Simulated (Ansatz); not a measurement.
**GaAs (space group Pm-3n, No. 223; a hypothetical phase, not in the database extracts checked)**

```
CELL_PARAMETERS angstrom
      6.98224     0.00000     0.00000
      0.00000     6.98224     0.00000
      0.00000     0.00000     6.98224
ATOMIC_POSITIONS crystal
  Ga 0.25000 0.00000 0.50000
  Ga 0.50000 0.25000 0.00000
  Ga 0.50000 0.75000 0.00000
  Ga 0.75000 0.00000 0.50000
  Ga 0.00000 0.50000 0.75000
  Ga 0.00000 0.50000 0.25000
  As 0.25000 0.50000 0.00000
  As 0.00000 0.25000 0.50000
  As 0.00000 0.75000 0.50000
  As 0.75000 0.50000 0.00000
  As 0.50000 0.00000 0.75000
  As 0.50000 0.00000 0.25000
```

Calculations: PBEsol (Ansatz, a quantum-chemistry and plane-wave program, PAW, scalar-relativistic without spin-orbit coupling). Settings: 4×4×4 k-points, 0.05 eV Fermi–Dirac smearing.

| Property | Value |
|---|---|
| Volume per atom | 28.37 Å³ |
| Density | 4.23 g/cm³ |
| Band gap | 0.28 eV, direct at Γ |
| Lowest conduction-band minima above the VBM | Γ 0.28 eV; a point along ⟨100⟩, about 0.3 Å⁻¹ from Γ 0.68 eV |
| Total energy | -4278.243 eV/atom (σ→0; compares only within this code and set-up) |

No phonon test of stability was made. A zero or small gap of GaAs can be the functional's error rather than a property of the material.
